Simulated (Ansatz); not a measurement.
Start from Ge in the diamond structure (space group Fd-3m, No. 227; a = 5.6761 Å).

Method: PBEsol (Ansatz, a quantum-chemistry and plane-wave program), spin-orbit coupling left out, earlier PAW set.

Before the change:

The gap character is absent. The band gap is zero and the lattice parameter a is 567.6 pm.

One thing is altered: cell and atoms relaxed at a pressure of 4.2 GPa.

Q: Predict the new gap character.

A: The gap character becomes indirect, Γ → L (base: absent).

Q: Predict the new band gap.

A: The band gap goes from zero to 0.26 eV.

Q: How does this affect the lattice parameter a?

A: The lattice parameter a shrinks by 10.3 pm to 557.3 pm.

Load acts through the strain it causes; cell and atoms are relaxed under it. Whether these cells are dynamically stable was not tested. Tetrahedral semiconductors of this kind turn to denser phases somewhere between about 1 and 50 GPa; those were not computed, so compressed cells here can lie past the real transition. The zero or small gap of Ge can change with the level of theory.
